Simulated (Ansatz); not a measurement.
Consider LiF in the rock salt structure (space group Fm-3m, No. 225).

```xyz
2
Lattice="0.0000 2.0039 2.0039 2.0039 0.0000 2.0039 2.0039 2.0039 0.0000" Properties=species:S:1:pos:R:3 pbc="T T T"
Li     0.0000     0.0000     0.0000
F      2.0039     2.0039     2.0039
```

Cartesian axes are those of the cell as printed.

The values are results of plane-wave PAW DFT at the PBEsol level (Ansatz, a program for electronic structure, 420 eV), spin-orbit coupling left out, not measurements.

Strains are applied to the cell and any free atomic positions relax; under biaxial strain the out-of-plane vector relaxes too.

One change was made to it. Results:

The energy goes up by 3.0 meV/atom; the pressure (mean of the normal stresses, compression positive) grows by 2.10 GPa to 2.09 GPa; the valence-band top at Γ (three highest levels, from the VBM) amounts to 0.00, -0.08, -0.08 eV.

Q: What was done to the base?
A. biaxial strain +1.00 %, plane normal [001], relaxed out of plane
B. biaxial strain −1.00 %, plane normal [001], relaxed out of plane
C. biaxial strain −2.00 %, plane normal [001], relaxed out of plane

A: C, biaxial strain −2.00 %, plane normal [001], relaxed out of plane. For comparison, the energy relative to the base in the other runs: biaxial strain −1.00 %, plane normal [001], relaxed out of plane gives +0.7 meV/atom; biaxial strain +1.00 %, plane normal [001], relaxed out of plane gives +0.7 meV/atom.

The levels and masses belong to the bands next to the band gap. Whether these cells are dynamically stable was not tested.
